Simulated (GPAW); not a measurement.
## A self-consistent single point of MnSi (P2_13, 8 atoms in the cell) with GPAW

Computed with PBE, GPAW PAW datasets PBE (gpaw-data 1.0.1) (plane waves; GPAW).

This input was run:

```python
from ase import Atoms
from ase.units import GPa
from gpaw import GPAW, PW

atoms = Atoms(['Mn', 'Mn', 'Mn', 'Mn', 'Si', 'Si', 'Si', 'Si'],
              cell=[[4.551514, 0.000000, 0.000000],
                    [0.000000, 4.551514, 0.000000],
                    [0.000000, 0.000000, 4.551514]],
              scaled_positions=[[0.363540, 0.136460, 0.863540],
                                [0.136460, 0.863540, 0.363540],
                                [0.863540, 0.363540, 0.136460],
                                [0.636460, 0.636460, 0.636460],
                                [0.654220, 0.845780, 0.154220],
                                [0.845780, 0.154220, 0.654220],
                                [0.154220, 0.654220, 0.845780],
                                [0.345780, 0.345780, 0.345780]],
              pbc=True)

atoms.set_initial_magnetic_moments([4.0, 4.0, 4.0, 4.0, 0.0, 0.0, 0.0, 0.0])

calc = GPAW(spinpol=True,
            mode=PW(850),
            xc='PBE',
            kpts=(5, 5, 5),
            occupations={'name': 'marzari-vanderbilt', 'width': 0.05},
            nbands=-16,
            convergence={'density': 1e-05, 'energy': 1e-05},
            symmetry={'symmorphic': False, 'tolerance': 0.0005},
            maxiter=150,
            txt='-')

atoms.calc = calc

energy = atoms.get_potential_energy()
print('Energy (eV):', round(energy, 6))
forces = atoms.get_forces()
print('Forces (eV/Ang):')
print(forces.round(5))
stress = atoms.get_stress()
print('Stress (GPa, Voigt):', (stress / GPa).round(4))
```

Log, with long lists cut:

```
Input parameters:
  convergence: {density: 1e-05,
                energy: 1e-05}
  kpts: [5 5 5]
  maxiter: 150
  mode: {ecut: 850.0,
         name: pw}
  nbands: -16
  occupations: {name: marzari-vanderbilt,
                width: 0.05}
  spinpol: True
  symmetry: {symmorphic: False,
             tolerance: 0.0005}
  xc: PBE

species:
  Mn:
    name: Manganese
    Z: 25.0
    valence: 15
    core: 10
    charge: 0.0
    file: Mn.PBE.gz

    # Using partial waves for Mn as LCAO basis

  Si:
    name: Silicon
    Z: 14.0
    valence: 4
    core: 10
    charge: 0.0
    file: Si.PBE.gz

    # Using partial waves for Si as LCAO basis

Reference energy: -157601.729292  # eV

Spin-polarized calculation.
Initial magnetic moment: 16.000000

Convergence criteria:
 Maximum [total energy] change in last 3 cyles: 1e-05 eV / valence electron
 Maximum integral of absolute [dens]ity change: 1e-05 electrons / valence electron
 Maximum integral of absolute [eigenst]ate change: 4e-08 eV^2 / valence electron
 Maximum number of scf [iter]ations: 150

Symmetries present (total): 12
Symmetries with fractional translations: 9
125 k-points: 5 x 5 x 5 Monkhorst-Pack grid
11 k-points in the irreducible part of the Brillouin zone
       k-points in crystal coordinates                weights
   0:     0.00000000    0.00000000    0.00000000          1/125
   1:     0.20000000    0.00000000    0.00000000          6/125
   2:     0.20000000    0.20000000    0.00000000         12/125
   [... 8 lines left out ...]

Wave functions: Plane wave expansion
  Cutoff energy: 850.000 eV
  Number of coefficients (min, max): 5286, 5377
  Pulay-stress correction: 0.000000 eV/Ang^3 (de/decut=0.000000)

Occupation numbers: Marzari-Vanderbilt:
  width: 0.0500  # eV

Eigensolver

Densities:
  Coarse grid: 32*32*32 grid
  Fine grid: 64*64*64 grid
  Total Charge: 0.000000

Density mixing:
  Method: difference
  Backend: pulay
  Linear mixing parameter: 0.05
  old densities: 5
  Damping of long wavelength oscillations: 50

Hamiltonian:
  XC and Coulomb potentials evaluated on a 64*64*64 grid
  External potential:
    NoExternalPotential

XC parameters: PBE with 2 nearest neighbor stencil

Number of atoms: 8
Number of atomic orbitals: 68
Number of bands in calculation: 62
Number of valence electrons: 76
Bands to converge: occupied

Density initialized from atomic densities
  62 bands from LCAO basis set

Atomic positions and initial magnetic moments

Positions:
   0 Mn     1.654657    0.621100    3.930414    ( 0.0000,  0.0000,  4.0000)
   1 Mn     0.621100    3.930414    1.654657    ( 0.0000,  0.0000,  4.0000)
   2 Mn     3.930414    1.654657    0.621100    ( 0.0000,  0.0000,  4.0000)
   3 Mn     2.896857    2.896857    2.896857    ( 0.0000,  0.0000,  4.0000)
   4 Si     2.977691    3.849580    0.701934    ( 0.0000,  0.0000,  0.0000)
   5 Si     3.849580    0.701934    2.977691    ( 0.0000,  0.0000,  0.0000)
   6 Si     0.701934    2.977691    3.849580    ( 0.0000,  0.0000,  0.0000)
   7 Si     1.573823    1.573823    1.573823    ( 0.0000,  0.0000,  0.0000)

Unit cell:
           periodic     x           y           z      points  spacing
  1. axis:    yes    4.551514    0.000000    0.000000    32     0.1422
  2. axis:    yes    0.000000    4.551514    0.000000    32     0.1422
  3. axis:    yes    0.000000    0.000000    4.551514    32     0.1422

  Lengths:   4.551514   4.551514   4.551514
  Angles:   90.000000  90.000000  90.000000

Effective grid spacing dv^(1/3) = 0.1422

     iter     time        total  log10-change:  magmom
                         energy   eigst   dens
iter:   1 --:--:--   -61.216184                   +16.0361
iter:   2 --:--:--   -63.296103   -0.49  -1.39    +10.8786
iter:   3 --:--:--   -63.603607   -1.33  -1.40    +7.9927
iter:   4 --:--:--   -63.804027   -2.00  -1.59    +6.6070
iter:   5 --:--:--   -63.986280   -2.12  -1.86    +4.9579
iter:   6 --:--:--   -63.809538   -2.72  -2.13    +6.9642
   [... 5 lines left out ...]
iter:  12 --:--:--   -64.061621   -4.30  -2.44    +3.9622
iter:  13 --:--:--   -64.044531   -3.80  -2.36    +3.9127
iter:  14 --:--:--   -64.043284   -4.45  -2.53    +3.9136
iter:  15 --:--:--   -64.042551   -4.19  -2.58    +3.9007
iter:  16 --:--:--   -64.042464   -4.60  -2.90    +3.8905
iter:  17 --:--:--   -64.042490c  -5.93  -3.14    +3.8840
iter:  18 --:--:--   -64.042377c  -5.79  -3.18    +3.8742
iter:  19 --:--:--   -64.042304c  -6.09  -3.25    +3.8731
iter:  20 --:--:--   -64.042270c  -6.59  -3.31    +3.8721
iter:  21 --:--:--   -64.042194c  -5.82  -3.35    +3.8725
iter:  22 --:--:--   -64.042208c  -6.28  -3.54    +3.8700
iter:  23 --:--:--   -64.042195c  -7.17  -3.72    +3.8669
iter:  24 --:--:--   -64.042182c  -6.45  -3.82    +3.8650
iter:  25 --:--:--   -64.042183c  -7.85c -4.00    +3.8647
iter:  26 --:--:--   -64.042183c  -8.22c -4.05    +3.8643
iter:  27 --:--:--   -64.042182c  -7.62c -4.10    +3.8642
iter:  28 --:--:--   -64.042182c  -8.46c -4.23    +3.8642
iter:  29 --:--:--   -64.042180c  -7.50c -4.28    +3.8642
iter:  30 --:--:--   -64.042180c  -9.49c -5.39c   +3.8641

Converged after 30 iterations.

Dipole moment: (-0.000000, -0.000000, -0.000000) |e|*Ang

Total magnetic moment: (0.000000, 0.000000, 3.864129)
Local magnetic moments:
   0 Mn ( 0.000000,  0.000000,  1.014627)
   1 Mn ( 0.000000,  0.000000,  1.014627)
   2 Mn ( 0.000000,  0.000000,  1.014627)
   3 Mn ( 0.000000,  0.000000,  1.014627)
   4 Si ( 0.000000,  0.000000, -0.045094)
   5 Si ( 0.000000,  0.000000, -0.045094)
   6 Si ( 0.000000,  0.000000, -0.045094)
   7 Si ( 0.000000,  0.000000, -0.045094)

Energy contributions relative to reference atoms: (reference = -157601.729292)

Kinetic:        +15.841854
Potential:       -9.083881
External:        +0.000000
XC:             -71.621407
Entropy (-ST):   +0.002840
Local:           +0.818415
SIC:             +0.000000
--------------------------
Free energy:    -64.042180
Extrapolated:   -64.042180

Spin contamination: 0.325670 electrons
Showing only first 2 kpts
                      Up                     Down
 Kpt  Band  Eigenvalues  Occupancy  Eigenvalues  Occupancy
  0    36     10.16033    1.00000     11.19741    0.00000
  0    37     10.16033    1.00000     11.19741    0.00000
  0    38     10.22629    1.00000     11.53234    0.00000
  0    39     10.22629    1.00000     11.53234    0.00000

  1    36      9.94417    1.00000     11.07455    0.00000
  1    37     10.15035    1.00000     11.38686    0.00000
  1    38     10.23723    1.00000     11.42686    0.00000
  1    39     10.48870    0.38190     11.50656    0.00000

Fermi level: 10.48732

No gap
No difference between direct/indirect transitions
Energy (eV): -64.04218

Forces in eV/Ang:
  0 Mn    0.02426   -0.02426    0.02426
  1 Mn   -0.02426    0.02426    0.02426
  2 Mn    0.02426    0.02426   -0.02426
  3 Mn   -0.02426   -0.02426   -0.02426
  4 Si    0.06354   -0.06354    0.06354
  5 Si   -0.06354    0.06354    0.06354
  6 Si    0.06354    0.06354   -0.06354
  7 Si   -0.06354   -0.06354   -0.06354

Stress tensor:
     0.019926    -0.000000     0.000000
    -0.000000     0.019926    -0.000000
     0.000000    -0.000000     0.019926
Stress (GPa, Voigt): [ 3.1924  3.1924  3.1924 -0.      0.     -0.    ]
```

The run converged in 30 iterations. GPAW prints stress with tension positive.

The starting cell comes from a database of computed structures (which also holds hypothetical and non-ambient phases and stackings), without a prior relaxation at this level. Its lattice was rescaled by a random factor within 2.5 % of one. The magnetic order is the one reached from the typed start; others were not searched systematically. With a pressure of about -3 GPa the cell is away from its equilibrium volume at this level.

Cost on one core of a shared machine: roughly 7 min.
